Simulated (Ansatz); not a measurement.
**Cu under a change: tensor shear ε_xy = +0.29 %**

The parent structure is Cu in the fcc (Cu type) structure (space group Fm-3m, No. 225; a = 3.564 Å; relaxed with 0.1 eV smearing). Axes: x, y, z lie along the cube axes.

Modification: tensor shear ε_xy = +0.29 % (engineering shear γ = 0.0058); the atoms relax in the strained cell.

Computed with PBEsol in Ansatz (plane waves to 420 eV, PAW, no spin-orbit coupling). Γ-centred 32×32×32 mesh, Fermi–Dirac width 0.1 eV.

| quantity | base | changed | shift |
|---|---|---|---|
| volume per atom | 11.32 Å³ | 11.32 Å³ | 0.00 Å³ |
| shortest interatomic distance | 2.520 Å | 2.513 Å | -0.007 Å |
| energy relative to the base (free energy F) | 0 meV/atom | +0.1 meV/atom | +0.1 meV/atom |
| pressure (mean of the normal stresses, compression positive) | 0.0 GPa | 0.0 GPa | 0.0 GPa |
| band gap | zero | zero | – |
| stress (xx, yy, zz, yz, xz, xy; compression positive) | – | (0.0, 0.0, 0.0, 0.0, 0.0, -0.6) GPa | – |

Whether these cells are dynamically stable was not tested. The final runs are not spin-polarised.

Ansatz is a quantum-chemistry and plane-wave program.
